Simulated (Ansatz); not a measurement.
Consider HfO$_{2}$ in the fluorite structure (space group Fm-3m, No. 225).

```yaml
crystal:
  lattice:
    - [0.00000, 2.52945, 2.52945]
    - [2.52945, 0.00000, 2.52945]
    - [2.52945, 2.52945, 0.00000]
  atoms:
    - { symbol: Hf, position: [0.00000, 0.00000, 0.00000] }
    - { symbol: O, position: [0.25000, 0.25000, 0.25000] }
    - { symbol: O, position: [0.75000, 0.75000, 0.75000] }
```

Computed with Ansatz (a quantum-chemistry and plane-wave program), r2SCAN, PAW, cutoff 500 eV, no spin-orbit coupling, earlier PAW set.

For the base:

| Item | Value |
|---|---|
| Pressure | 0.00 GPa |
| Band gap | 4.30 eV |
| Gap character | direct at X |
| Electron mass | 1.0 mₑ along k, 0.75 mₑ across (at X) |

The change: an isotropic linear strain of −0.69 %, atoms relaxed at fixed cell.

Problem. What happens to the pressure, energy relative to the base, band gap, gap character and electron mass?

Solution. The pressure goes from zero to 5.88 GPa; the energy grows by 4.0 meV/atom; the band gap increases by 0.06 eV, from 4.30 eV to 4.36 eV; the gap character remains direct at X; the electron mass becomes 1.1 mₑ along k, 0.75 mₑ across (at X) (base: 1.0 mₑ along k, 0.75 mₑ across (at X)).

Spin-orbit coupling, missing from the scalar runs, can matter with Hf. Effective masses come from finite differences of ±0.01 Å⁻¹. Along k means along the line from Γ to the band edge. No phonon test of stability was made. This is not the structure that HfO2 has at room temperature and ambient pressure.
